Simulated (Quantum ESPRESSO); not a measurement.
Input and output of a self-consistent single point for CsSnI3 (Pm-3m, 5 atoms in the cell) (Quantum ESPRESSO).

Method: Wu-Cohen GGA, GBRV 1.5 ultrasoft (PBE) pseudopotentials (plane waves; Quantum ESPRESSO).

```yaml
crystal:
  lattice:
    - [6.28623, 0.00000, 0.00000]
    - [0.00000, 6.28623, 0.00000]
    - [0.00000, 0.00000, 6.28623]
  atoms:
    - { symbol: Cs, position: [0.50000, 0.50000, 0.50000] }
    - { symbol: Sn, position: [0.00000, 0.00000, 0.00000] }
    - { symbol: I, position: [0.50000, 0.00000, 0.00000] }
    - { symbol: I, position: [0.00000, 0.50000, 0.00000] }
    - { symbol: I, position: [0.00000, 0.00000, 0.50000] }
```

Reference input (self-consistent single point, DFT, LDA (PZ), plane waves, GBRV 1.5 ultrasoft (LDA) pseudopotentials): ecutwfc = 40 Ry; ecutrho = 200 Ry; occupations = smearing; smearing = fd; degauss = 0.0036749 Ry; potentials = {Cs: cs_lda_v1.uspp.F.UPF, Sn: sn_lda_v1.4.uspp.F.UPF, I: i_lda_v1.uspp.F.UPF}; K_POINTS = automatic 4 4 4 0 0 0; conv_thr = 1e-09 Ry. This run's input differs from it in these lines:

```diff
@@ -18,2 +18,3 @@
   degauss = 0.0036749
+  input_dft = 'wc'
 /
@@ -23,5 +24,5 @@
 ATOMIC_SPECIES
-Cs   132.9055  cs_lda_v1.uspp.F.UPF
-Sn   118.7100  sn_lda_v1.4.uspp.F.UPF
-I    126.9045  i_lda_v1.uspp.F.UPF
+Cs   132.9055  cs_pbe_v1.uspp.F.UPF
+Sn   118.7100  sn_pbe_v1.4.uspp.F.UPF
+I    126.9045  i_pbe_v1.uspp.F.UPF
 ATOMIC_POSITIONS alat
```

Output, abridged:

```
     Self-consistent Calculation

     iteration #  1     ecut=    40.00 Ry     beta= 0.70

     Threshold (ethr) on eigenvalues was too large:
     Diagonalizing with lowered threshold

     total energy              =    -418.69384264 Ry
     estimated scf accuracy    <       0.19950139 Ry

     iteration #  2     ecut=    40.00 Ry     beta= 0.70

     total energy              =    -418.75436627 Ry
     estimated scf accuracy    <       0.04993401 Ry

     iteration #  3     ecut=    40.00 Ry     beta= 0.70

     total energy              =    -418.76628959 Ry
     estimated scf accuracy    <       0.00156441 Ry

   [... 4 blocks of this kind left out ...]

     iteration #  8     ecut=    40.00 Ry     beta= 0.70

     total energy              =    -418.76676391 Ry
     estimated scf accuracy    <          1.0E-09 Ry

     iteration #  9     ecut=    40.00 Ry     beta= 0.70
     End of self-consistent calculation

     the Fermi energy is     3.7808 ev

!    total energy              =    -418.76676391 Ry
     estimated scf accuracy    <          6.8E-11 Ry
     smearing contrib. (-TS)   =      -0.00003173 Ry
     internal energy E=F+TS    =    -418.76673218 Ry

     convergence has been achieved in   9 iterations

     Forces acting on atoms (cartesian axes, Ry/au):

     atom    1 type  1   force =     0.00000000    0.00000000    0.00000000
   [... zero for the other atoms too ...]

     Total force =     0.000000     Total SCF correction =     0.000000

          total   stress  (Ry/bohr**3)                   (kbar)     P=       -8.84
  -0.00006012   0.00000000   0.00000000           -8.84        0.00        0.00
   0.00000000  -0.00006012   0.00000000            0.00       -8.84        0.00
   0.00000000   0.00000000  -0.00006012            0.00        0.00       -8.84

   JOB DONE.
```

The run converged in 9 iterations. Against the reference run the pressure goes from -1.83 to -0.88 GPa and the gap on the mesh goes from 0.437 to 0.419 eV.

The starting cell comes from a database of computed structures (which also holds hypothetical and non-ambient phases and stackings), without a prior relaxation at this level. Spin-orbit coupling is off.

Cost on one core of a shared machine: roughly 80 s.
